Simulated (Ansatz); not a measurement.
Terminations of the (111) surface of germanium (Ge plane on top), measured from the surface 'H on every top atom'. Atoms come from or go to: Ge: germanium, H: ½ H2(g). ΔE is the energy of forming the row's surface from that one (negative: more stable at these reservoirs); the vacuum level's shift is aligned on the shared bottom. No zero-point or thermal terms. These are constructed structures in small cells; real faces may alloy, dewet or reconstruct in larger ones, and not all known structures of the face are among them. Slabs of about 10 Å with all that they carry, Fermi-Dirac smearing of 0.025 eV. Bottom of the slabs: one H an atom. Relaxed from the named starts with such symmetry as they have, on meshes of like density; energies extrapolated to zero smearing; no spin-orbit coupling, no U. Spin-polarised runs, if any, are marked in brackets, and their order is one that fits the cell; the others ran without spin. A dash marks a value that is undefined for that row (no clear gap, or no work function of a gapped slab) or was not read reliably on its mesh.

All values below come from PBE (plane waves to 420 eV, PAW; Ansatz, a quantum-chemistry and plane-wave program).

| surface | atoms added per 1x1 | ΔE per 1x1 (eV) | slab gap (eV) | shift of the vacuum level (eV) |
|---|---|---|---|---|
| H on every top atom | none | 0.00 | 0.33 | 0.00 |
| (√3x√3)R30° T4 adatoms [spin start, no net moment] | +0.333 Ge, -1 H | 0.56 | – | -0.12 |
| c(2x8) T4 adatoms | +0.25 Ge, -1 H | 0.53 | – | 0.06 |
| c(2x4) T4 adatoms | +0.25 Ge, -1 H | 0.53 | – | 0.05 |
| 3x3 dimer-adatom-stacking-fault structure | -0.222 Ge, -1 H | 0.57 | – | -0.17 |
| 2x2 T4 adatoms | +0.25 Ge, -1 H | 0.53 | – | 0.06 |
